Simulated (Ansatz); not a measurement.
We consider ZnS (P3m1, No. 156, 40 atoms in the cell; start mp-556280; a measured phase of this formula has another space group), described by LDA (Ansatz, a first-principles code, plane waves, PAW).

Numerical settings: plane-wave cutoff 520 eV, 12×12×1 k mesh (along the axes of the cell as run), Fermi–Dirac smearing 0.01 eV, scalar-relativistic PAW data made under PBE.

Cell (relaxed at this level):

```
CELL_PARAMETERS angstrom
      3.74354     0.00000     0.00000
     -1.87177     3.24200     0.00000
      0.00000     0.00000    61.20960
ATOMIC_POSITIONS crystal
  Zn 0.00000 0.00000 0.65003
  Zn 0.00000 0.00000 0.05007
  Zn 0.66667 0.33333 0.59996
  Zn 0.33333 0.66667 0.80009
  Zn 0.66667 0.33333 0.29999
  Zn 0.33333 0.66667 0.95004
  Zn 0.33333 0.66667 0.49995
  Zn 0.33333 0.66667 0.35006
  Zn 0.33333 0.66667 0.10004
  Zn 0.66667 0.33333 0.90001
  Zn 0.00000 0.00000 0.54992
  Zn 0.66667 0.33333 0.00012
  Zn 0.66667 0.33333 0.44998
  Zn 0.00000 0.00000 0.40001
  Zn 0.66667 0.33333 0.15001
  Zn 0.00000 0.00000 0.85004
  Zn 0.00000 0.00000 0.19998
  Zn 0.33333 0.66667 0.69998
  Zn 0.66667 0.33333 0.75002
  Zn 0.33333 0.66667 0.24995
  S  0.66667 0.33333 0.33753
  S  0.00000 0.00000 0.68748
  S  0.33333 0.66667 0.83754
  S  0.33333 0.66667 0.28741
  S  0.00000 0.00000 0.23744
  S  0.66667 0.33333 0.03757
  S  0.33333 0.66667 0.38751
  S  0.00000 0.00000 0.08753
  S  0.00000 0.00000 0.88750
  S  0.33333 0.66667 0.98759
  S  0.66667 0.33333 0.48745
  S  0.33333 0.66667 0.73744
  S  0.33333 0.66667 0.53742
  S  0.66667 0.33333 0.78756
  S  0.66667 0.33333 0.63750
  S  0.00000 0.00000 0.58738
  S  0.33333 0.66667 0.13751
  S  0.66667 0.33333 0.93747
  S  0.00000 0.00000 0.43748
  S  0.66667 0.33333 0.18748
```

**Question.** Estimate the band gap that the calculation returns.

**Answer.** 
- band gap = 2.14 eV (on the SCF k mesh)

Note: the relaxation could not lower the start's symmetry, so the cell can be a saddle point above a distorted one.

The computed numbers hold no vibrational or temperature effects.

It cost around 40 core-minutes (rough) of CPU time.

A start named mp-… is a Materials Project structure, which need not be a measured phase.
